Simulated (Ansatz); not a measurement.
# SrNbO3, response to strain

The parent structure is SrNbO3 in the cubic perovskite structure (space group Pm-3m, No. 221; a cell from a computed database, its experimental status unchecked).

```
SrNbO3
1.0
    4.01781     0.00000     0.00000
    0.00000     4.01781     0.00000
    0.00000     0.00000     4.01781
Sr Nb O
1 1 3
Direct
  0.50000   0.50000   0.50000
  0.00000   0.00000   0.00000
  0.00000   0.50000   0.00000
  0.50000   0.00000   0.00000
  0.00000   0.00000   0.50000
```

Cartesian axes are those of the cell as printed.

Strains are applied to the cell and any free atomic positions relax; under biaxial strain the out-of-plane vector relaxes too.

Level of theory: PBEsol, PAW, 420 eV (Ansatz, a quantum-chemistry and plane-wave program; without spin-orbit coupling).

Notes on the quantities. energy relative to the base: free energy F; pressure: mean of the normal stresses, compression positive.

```tsv
case	energy relative to the base	pressure	shortest interatomic distance	space group
base	0 meV/atom	0.0 GPa	2.009 Å	Pm-3m (No. 221)
biaxial strain +2.72 %, plane normal [111], relaxed out of plane	+15 meV/atom	-4.6 GPa	2.028 Å	R-3m (No. 166)
isotropic strain −0.47 %	+1.5 meV/atom	2.8 GPa	1.999 Å	Pm-3m (No. 221)
uniaxial strain ε_xx = −3.60 %	[?]	[?]	[?]	P4/mmm (No. 123)
tensor shear ε_xz = −1.86 %	+3.5 meV/atom	0.0 GPa	2.009 Å	Cmmm (No. 65)
```

**Question.** Complete the table.

**Answer.** 
- uniaxial strain ε_xx = −3.60 %, energy relative to the base: +23 meV/atom
- uniaxial strain ε_xx = −3.60 %, pressure: 8.0 GPa
- uniaxial strain ε_xx = −3.60 %, shortest interatomic distance: 1.937 Å

Without a gap, meshes like the base's 12×12×12 leave anisotropic stresses uncertain by several tenths of a GPa, and small strain energies with them. Stability against distortions was not tested. No Hubbard U is applied, and correlation can decide whether such a compound is a metal. The final runs are not spin-polarised. An odd electron count without spin: SrNbO3. Many cubic perovskites are stable only at high temperature; tilts and polar distortions were not tested.
